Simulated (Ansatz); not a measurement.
Input and output of a relaxation of the atoms for WS₂ (R3m, 3 atoms in the cell) (Ansatz, a program for electronic structure).

Method of the run: LDA (PW92), default PAW files made with PBE (plane waves; Ansatz).

The change in words: one atom moved by 0.15 angstrom; relax: default → atoms; relax.f_tol: default → 0.2 eV/Å. Reference geometry:
```yaml
crystal:
  lattice:
    - [1.58766, 0.91663, 6.47033]
    - [-1.58766, 0.91663, 6.47033]
    - [0.00000, -1.83327, 6.47033]
  atoms:
    - { symbol: W, position: [0.00067, 0.00067, 0.00067] }
    - { symbol: S, position: [0.41411, 0.41411, 0.41411] }
    - { symbol: S, position: [0.25392, 0.25392, 0.25392] }
```

Reference input (self-consistent single point, DFT, LDA (PW92), plane waves, default PAW files made with PBE): basis.ecutwfc = 420 eV; kpoints.mp_grid.grid = 9 9 9; hamiltonian.xc = lda; hamiltonian.pseudopotentials = {kind: paw} (the program's default PAW files); scf.occupations.method = fixed. This run's input differs from it in these lines:

```diff
@@ -7,3 +7,3 @@
   atoms:
-    - { symbol: W, position_ang: [-0.000000, 0.000000, 0.013005] }
+    - { symbol: W, position_ang: [0.000000, 0.000000, 0.163014] }
     - { symbol: S, position_ang: [-0.000000, -0.000000, 8.038345] }
@@ -19,2 +19,4 @@
   occupations: { method: fixed }
+relax:
+  f_tol: 0.2
 output:
```

Log, with long lists cut:

```
   [... SCF lines of the steps left out ...]
relax step   1: F+E_penalty+E_count = -11871.28381944 eV  Δ(F+E_penalty+E_count) = +0.000e0 eV  max|allowed force component| = 4.688e0 eV/Å  Δτ_max = 0.0000 Å  (7 SCF iters, dr2 threshold 1.00e-4 eV, accepted)
relax step   2: F+E_penalty+E_count = -11871.58298309 eV  Δ(F+E_penalty+E_count) = -2.992e-1 eV  max|allowed force component| = 1.589e0 eV/Å  Δτ_max = 0.1305 Å  (7 SCF iters, dr2 threshold 1.00e-4 eV, accepted)
relax step   3: F+E_penalty+E_count = -11871.63924676 eV  Δ(F+E_penalty+E_count) = -5.626e-2 eV  max|allowed force component| = 1.318e-1 eV/Å  Δτ_max = 0.0528 Å  (6 SCF iters, dr2 threshold 1.00e-4 eV, accepted)
relax step   4: F+E_penalty+E_count = -11871.63924699 eV  Δ(F+E_penalty+E_count) = -2.263e-7 eV  max|allowed force component| = 1.316e-1 eV/Å  Δτ_max = 0.0000 Å  (4 SCF iters, accepted)
the relaxation is at rest under the 6 symmetry operations that the run kept from its start: a minimum is not shown …
Stability not checked: this state was not tested for a lower state beside it, because too few of the mixer's solves of this state at the end of the SCF gave a …
Free energy (F): -11871.639247 eV
Internal energy: -11871.639247 eV  (E = F + TS)
E sigma→0 (E₀):  -11871.639247 eV
Fermi energy:    10.376926 eV
--- Forces (eV/Å), atoms counted from 1 ---
  atom   1  W      0.00000000     0.00000000     0.00916042
  atom   2  S      0.00000000     0.00000000    -0.13162071
   [... lines left out ...]
  F+E_penalty+E_count = -11871.63924699 eV   max|allowed force component| = 1.316e-1 eV/Å
  atoms:
    - { symbol: W, position: [0.003241121909027968, 0.0032411219090279658, 0.0032411219090279684] }
    - { symbol: S, position: [0.41657978873659257, 0.41657978873659257, 0.4165797887365926] }
    - { symbol: S, position: [0.25661011995647176, 0.25661011995647176, 0.25661011995647176] }
```

The run converged. 

Summary of the result:
```
Property                                                  Result
------------------------------------------------  --------------
Free energy E − TS (on the zero of these files)   -11871.6392 eV
Top of the valence band (on the code's own zero)        10.38 eV
Gap on the k-point mesh                                  1.21 eV
Pressure                                               -4.15 GPa
Largest force (vector length)                         0.132 eV/Å
Relaxation steps                                               4
```

The starting cell comes from a database of computed structures (which also holds hypothetical and non-ambient phases and stackings), without a prior relaxation at this level. Its lattice was rescaled by up to half a per cent. For this run, on top of that: one atom moved by 0.15 angstrom. Spin-orbit coupling is off. The relaxation keeps the symmetry of its start, so its end need not be a minimum. Ansatz's pressure includes its estimate of the finite-basis (Pulay) stress.

Keys are those of Ansatz 0.2.
